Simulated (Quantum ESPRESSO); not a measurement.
Input and output of a self-consistent single point for In2Ni3S2 (P1, 7 atoms in the cell) (Quantum ESPRESSO).

Level of theory: LDA (PZ), PSlibrary PAW (LDA) pseudopotentials (plane waves; Quantum ESPRESSO 7.5).

The change in words: atoms moved at random. Reference geometry:
```yaml
crystal:
  lattice:
    - [2.73482, -1.57895, 4.57088]
    - [0.00000, 3.15790, 4.57088]
    - [-2.73482, -1.57895, 4.57088]
  atoms:
    - { symbol: In, position: [0.50000, 0.50000, 0.50000] }
    - { symbol: In, position: [0.00000, 0.00000, 0.00000] }
    - { symbol: Ni, position: [0.50000, 0.00000, 0.00000] }
    - { symbol: Ni, position: [0.00000, 0.50000, 0.00000] }
    - { symbol: Ni, position: [0.00000, 0.00000, 0.50000] }
    - { symbol: S, position: [0.72308, 0.72308, 0.72308] }
    - { symbol: S, position: [0.27692, 0.27692, 0.27692] }
```

Reference input (self-consistent single point, DFT, LDA (PZ), plane waves, PSlibrary PAW (LDA) pseudopotentials): ecutwfc = 50 Ry; ecutrho = 300 Ry; occupations = smearing; smearing = fermi-dirac; degauss = 0.0099958 Ry; K_POINTS = automatic 5 5 5 0 0 0; conv_thr = 1e-10 Ry; mixing_beta = 0.3. This run's input differs from it in these lines:

```diff
@@ -9,5 +9,3 @@
 &SYSTEM
-   ibrav = 5
-   celldm(1) = 10.4986600930
-   celldm(4) = 0.515362389756
+   ibrav = 0
    nat = 7
@@ -29,11 +27,15 @@
 ATOMIC_POSITIONS {angstrom}
-In    0.0000000000    0.0000000000    6.8563215000
-In    0.0000000000    0.0000000000    0.0000000000
-Ni    1.3674094340   -0.7894742048    2.2854405000
-Ni    0.0000000000    1.5789484096    2.2854405000
-Ni   -1.3674094340   -0.7894742048    2.2854405000
-S     0.0000000000    0.0000000000    9.9153241878
-S     0.0000000000    0.0000000000    3.7973188122
+In    0.0161846588   -0.0111731406    6.8859590924
+In   -0.0069847277   -0.0087789525   -0.0037206971
+Ni    1.3875787901    0.8134282231    2.3135788434
+Ni   -1.3826670552    0.7883671602    2.2443757051
+Ni   -0.0498530155   -1.5078089872    2.3444917116
+S    -0.0345571729   -0.0115333589    9.8773858755
+S     0.0702930528   -0.0625092600    3.7632108982
 K_POINTS {automatic}
 5 5 5  0 0 0
+CELL_PARAMETERS {angstrom}
+   2.7348190000     1.5789480000     4.5708810000
+  -2.7348190000     1.5789480000     4.5708810000
+   0.0000000000    -3.1578970000     4.5708810000
```

Log, with long lists cut:

```
     Self-consistent Calculation

     iteration #  1     ecut=    50.00 Ry     beta= 0.30

     total energy              =   -1470.11503440 Ry
     estimated scf accuracy    <       2.36343168 Ry

     iteration #  2     ecut=    50.00 Ry     beta= 0.30

     total energy              =   -1470.38101968 Ry
     estimated scf accuracy    <       5.56668360 Ry

     iteration #  3     ecut=    50.00 Ry     beta= 0.30

     total energy              =   -1470.93907762 Ry
     estimated scf accuracy    <       0.15090900 Ry

   [... 13 blocks of this kind left out ...]

     iteration # 17     ecut=    50.00 Ry     beta= 0.30

     total energy              =   -1470.95052517 Ry
     estimated scf accuracy    <          2.5E-10 Ry

     iteration # 18     ecut=    50.00 Ry     beta= 0.30
     End of self-consistent calculation

     the Fermi energy is    10.3510 ev

!    total energy              =   -1470.95052517 Ry
     estimated scf accuracy    <          5.8E-11 Ry
     smearing contrib. (-TS)   =      -0.01605104 Ry
     internal energy E=F+TS    =   -1470.93447413 Ry

     convergence has been achieved in  18 iterations

     Forces acting on atoms (cartesian axes, Ry/au):

     atom    1 type  1   force =    -0.00774415    0.00048658   -0.00111839
     atom    2 type  1   force =     0.00101370    0.00027889    0.00135925
     atom    3 type  2   force =     0.00121776   -0.00314672   -0.00980035
     atom    4 type  2   force =     0.00968487   -0.00010274    0.00747415
     atom    5 type  2   force =     0.00984741   -0.05833186   -0.05118755
   [... lines left out ...]

     Total force =     0.108187     Total SCF correction =     0.000014

          total   stress  (Ry/bohr**3)                   (kbar)     P=     -102.18
  -0.00074611   0.00004822  -0.00006353         -109.76        7.09       -9.35
   0.00004822  -0.00064712   0.00009792            7.09      -95.19       14.40
  -0.00006353   0.00009792  -0.00069059           -9.35       14.40     -101.59

   JOB DONE.
```

The run converged in 18 iterations. Against the reference run the free energy rises by 27.5 meV/atom, the pressure goes from -11.09 to -10.22 GPa and the largest force goes from 0.848 to 2.011 eV/Å.

The starting cell comes from a database of computed structures (which also holds hypothetical and non-ambient phases and stackings), without a prior relaxation at this level. Its lattice was rescaled by a random factor within 2.5 % of one. For this run, on top of that: atoms moved at random. Spin polarisation is off, so a magnetic state, if there is one, cannot be reached. With a pressure of about -10 GPa the cell is away from its equilibrium volume at this level. Forces in this geometry exceed 1 eV/Å.

Cost on one core of a shared machine: roughly 9 min.
